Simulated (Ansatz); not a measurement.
Abridged Ansatz (a first-principles code) output:

```
Relaxation: its limit of steps is 50 (relax.max_steps)
Pseudopotential: Al, paw, valence charge 3
Crystal: 1 atoms, lattice volume = 15.908 Å³
Basis set: ecut = 500 eV, 411 PW (Γ), exchange–correlation on 96×96×96 points (64 copies of the dense FFT grid, shifted against one another)
Bands: 6, of which v1, the nominal top of the filled ones, is band 2 counted from 1 (1 counted from 0)
Symmetry: 16 space group operations
k-points: 1639 of 21952
Functional: x = r2scan, c = r2scan; τ floored in thin density (d = 2e-4 eV/Å³)
SCF iter   1: F=—  HF=-540.402587 eV  |F-HF|=—  |Δ(HF+E_count)|=         —  Δρ=2.58e-2  dr2=1.11e-1  dr2_τ=4.35e-3  ethr=3.10e-3  ⟨swp⟩=4.2  Hψ=83512  notcnv=0
SCF iter   2: F=—  HF=-540.413769 eV  |F-HF|=—  |Δ(HF+E_count)|=   1.12e-2  Δρ=1.35e-2  dr2=3.04e-2  dr2_τ=1.21e-4  ethr=3.10e-3  ⟨swp⟩=2.0  Hψ=27629  notcnv=0  defer=383
SCF 1 converged in 5 iterations: F = -540.418789 eV  dr2 = 4.31e-8
relax step   1: F+E_penalty+E_count = -540.41878876 eV  Δ(F+E_penalty+E_count) = +0.000e0 eV  max|allowed force component| = 0.000e0 eV/Å  Δτ_max = 0.0000 Å  P = -0.000 GPa  Ω = 15.908 Å³  (5 SCF iters, dr2 threshold 1.00e-7 eV, accepted)
[... steps on the carried basis left out ...]
relax step   6: F+E_penalty+E_count = -540.41690511 eV  Δ(F+E_penalty+E_count) = +4.606e-6 eV  max|allowed force component| = 0.000e0 eV/Å  Δτ_max = 0.0000 Å  P = +0.666 GPa  Ω = 15.806 Å³  stress off target by 8.70e-4 GPa  SCF on the basis re-selected at this cell (its energy is not comparable with the rows above)  (4 SCF iters)
SCF converged after 4 iterations
Free energy (F): -540.416905 eV
Internal energy: -540.404982 eV  (E = F + TS)
E sigma→0 (E₀):  -540.410944 eV
Entropy (-TS):   -0.011923 eV (-11.923 meV/atom)
Fermi energy:    8.423308 eV
--- Forces (eV/Å), atoms counted from 1 ---
  atom   1  Al     0.00000000    -0.00000000     0.00000000
--- Stress (GPa, compression-positive) ---
        1.999752      -0.000000       0.000000
       -0.000000      -0.000870       0.000000
        0.000000      -0.000000      -0.000870
  P = ⅓ Tr σ = 0.6660 GPa (6.660 kbar)
--- Relaxed structure (5 steps of the walk, 5 accepted, 1 SCFs on fresh bases) ---
  cell:  # Å, volume = 15.8065 Å³
    - [5.711275127371845e-32, 2.0103839771404215, 2.0103839771404215]
    - [1.9554515683699885, 6.667612620016173e-32, 2.0103839771404215]
    - [1.9554515683699885, 2.0103839771404215, 8.837283828636605e-33]
  atoms:
    - { symbol: Al, position: [0.0, 0.0, 0.0] }
```

Q: What was computed, and what are the main results?

A: Al, 1 atom in the cell, with r2SCAN/PAW in Ansatz, scalar-relativistic without spin-orbit coupling, earlier PAW set, from a series relaxed to a target (uniaxial stress, 2 GPa compression along x). The last SCF converged to F = -540.416905 eV, or -540.4169 eV per atom. The total energy compares only with runs of the same code, potentials and settings.

Load acts through the strain it causes; cell and atoms are relaxed under it. Stability under load was not tested beyond the relaxation. The cell was made from Al in the fcc (Cu type) structure (space group Fm-3m, No. 225) by this change: uniaxial stress, 2 GPa compression along x.

Keys are those of Ansatz 0.2.
